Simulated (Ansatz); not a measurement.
Sensitivity of a calculation on AuZn (Pm-3m, 2 atoms in the cell) to its settings

```yaml
crystal:
  lattice:
    - [3.15000, 0.00000, 0.00000]
    - [0.00000, 3.15000, 0.00000]
    - [0.00000, 0.00000, 3.15000]
  atoms:
    - { symbol: Zn, position: [0.50000, 0.50000, 0.50000] }
    - { symbol: Au, position: [0.00000, 0.00000, 0.00000] }
```

Base run A: PBE, harder PAW files (source: ansatz) in Ansatz (a quantum-chemistry and plane-wave program), self-consistent single point.

Its settings: basis.ecutwfc = 48.5 Ry; kpoints.mp_grid.grid = 10 10 10; hamiltonian.xc = pbe; hamiltonian.pseudopotentials = {kind: paw, source: ansatz}; scf.occupations.method = methfessel_paxton; scf.occupations.width = 0.0147 Ry.

The starting cell has typed, rounded lattice constants, without a prior relaxation at this level. In the base run, with a pressure of about 4 GPa the cell is away from its equilibrium volume at this level. Ansatz's pressure includes its estimate of the finite-basis (Pulay) stress. The cutoff lies below the one recommended for these files.

ΔF is the free energy per atom less that of run A. A dash stands where there is no value to compare (another energy zero or no entropy term, no result, no spin, no clean gap, or a mesh too coarse for one). Total energies depend on the potentials, the functional and any Hubbard or dispersion term, so they are compared only between runs that share all of them.

Run A gave: pressure (GPa) 4.36; k-points 56.

Runs:
- B: scf.convergence.dr2_threshold: default (1e-07 eV) → 1e-06 eV
- C: scf.occupations.method: methfessel_paxton → fermi_dirac
- D: kpoints.mp_grid.grid: 10 10 10 → 7 7 7; scf.occupations.width: 0.0147 Ry → 0.022 Ry
- E: hamiltonian.xc: pbe → blyp [BLYP]
- F: scf.self_checks: default → high
- G: scf.mixing.algorithm: default (the program chose MSR1) → msr1; scf.mixing.ndim: default → 3

Task: What does run D change against A?

Result: The free energy goes down by 5.7 meV/atom and the pressure goes from 4.36 to 4.16 GPa.

Task: What does run E change against A?

Result: The pressure goes from 4.36 to 13.12 GPa.

```tsv
run	ΔF (meV/atom)	pressure (GPa)	k-points
A	0.00	4.36	56
B	0.00	4.36	56
C	-15.2	4.57	56
D	-5.7	4.16	20
E	–	13.12	56
F	0.00	4.36	56
G	0.00	4.36	56
```

Keys are those of Ansatz 0.2.
